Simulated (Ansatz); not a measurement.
## Effective masses and thermopower of SnC under load (space group F-43m)

Here is the system:

```yaml
crystal:
  lattice:
    - [0.00000, 2.46396, 2.46396]
    - [2.46396, 0.00000, 2.46396]
    - [2.46396, 2.46396, 0.00000]
  atoms:
    - { symbol: Sn, position: [0.00000, 0.00000, 0.00000] }
    - { symbol: C, position: [0.25000, 0.25000, 0.25000] }
```

These are PBE with spin-orbit coupling, rigid bands (plane waves, PAW; Ansatz, a first-principles code) values and carry that method's errors. Condition of this run: hydrostatic pressure of 10 GPa (compression positive) (the target of the relaxation). Geometry: cell and atoms relaxed with PBEsol, then loaded as said.

| Quantity | Result |
|---|---|
| band gap | 1.14 eV |
| electron conductivity mass (300 K, dilute) | 0.139 mₑ |
| hole conductivity mass (300 K, dilute) | 0.62 mₑ |
| effective density of states N_c (300 K) | 1.2e18 cm⁻³ |
| effective density of states N_v (300 K) | 4.0e19 cm⁻³ |
| density-of-states mass, electrons | 0.135 mₑ |
| density-of-states mass, holes | 1.37 mₑ |
| Seebeck coefficient, n-type 1e19 cm⁻³, 300 K | -152 μV/K |
| best n-type power factor at 300 K for τ = 10 fs (best axis; densities from 1e16 to 1e21 cm⁻³ tried, whether or not they can be reached) | 8.7 μW/(cm·K²) at 1e20 cm⁻³ |
| Seebeck coefficient, p-type 1e19 cm⁻³, 300 K | 364 μV/K |
| best p-type power factor at 300 K for τ = 10 fs (best axis; densities from 1e16 to 1e21 cm⁻³ tried, whether or not they can be reached) | 16.7 μW/(cm·K²) at 3e20 cm⁻³ |

Rigid bands; masses and Seebeck coefficients take one relaxation time τ for all states and one kind of carrier; polarons and phonon drag are left out. Geometry: cell and atoms relaxed with PBEsol.

Computed structure with no diffraction record at hand here (it may be known, metastable or hypothetical): SnC under load (space group F-43m).
